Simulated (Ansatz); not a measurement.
Bi₂Te₃ (model structure, started from the A-La2O3 type, P-3m1, No. 164, 5 atoms in the cell): properties by level of theory

| level (code) | equilibrium lattice constant a (Å) | lattice parameter c (Å) | enthalpy of formation (eV/atom) |
|---|---|---|---|
| PBE (Ansatz) | ___ | ___ | -0.239 |
| PBEsol (Ansatz) | 4.350 | 10.557 | ___ |
| PBE-D3(BJ) (Ansatz) | 4.352 | ___ | -0.220 |

Q: Fill in the missing entries.

A: 
- PBE (Ansatz, an electronic-structure program), equilibrium lattice constant a (Å): 4.434
- PBE (Ansatz), lattice parameter c (Å): 11.134
- PBEsol (Ansatz), enthalpy of formation (eV/atom): -0.213
- PBE-D3(BJ) (Ansatz), lattice parameter c (Å): 10.527

Ansatz's density-functional and Hartree–Fock values are scalar-relativistic unless marked +SOC, with PAW data made under PBE.

The computed numbers hold no vibrational or temperature effects.

A model structure was made by putting elements into a prototype or built by hand; it is no filed structure, need not be a known phase, and can be a saddle point held by its symmetry.
